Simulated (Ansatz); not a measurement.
Ge: biaxial strain −2.50 %, plane normal [111], relaxed out of plane

Take Ge in the diamond structure (space group Fd-3m, No. 227; a = 5.622 Å) as the base. Axes: x, y, z lie along the cube axes.

Modification: biaxial strain −2.50 %, plane normal [111], relaxed out of plane (Cartesian); in-plane vectors clamped, the third vector and the atoms free.

Method: LDA (Ansatz, an electronic-structure program), spin-orbit coupling left out. k-mesh 14×14×14 (Γ-centred); smearing 0.05 eV (Fermi–Dirac).

The volume per atom decreases by 0.88 Å³, from 22.21 Å³ to 21.33 Å³ and the space group changes from Fd-3m (No. 227) to R-3m (No. 166). The shortest interatomic distance shrinks by 0.0398 Å, from 2.434 Å to 2.395 Å and the energy increases by 16 meV/atom. The pressure (mean of the normal stresses, compression positive) goes from zero to 3.2 GPa and the band gap remains zero. The out-of-plane strain amounts to +1.03 % (rough).

Without a gap, meshes like the base's 14×14×14 leave anisotropic stresses uncertain by several tenths of a GPa, and small strain energies with them. Stability against distortions was not tested. A zero or small gap of Ge can be the functional's error rather than a property of the material.
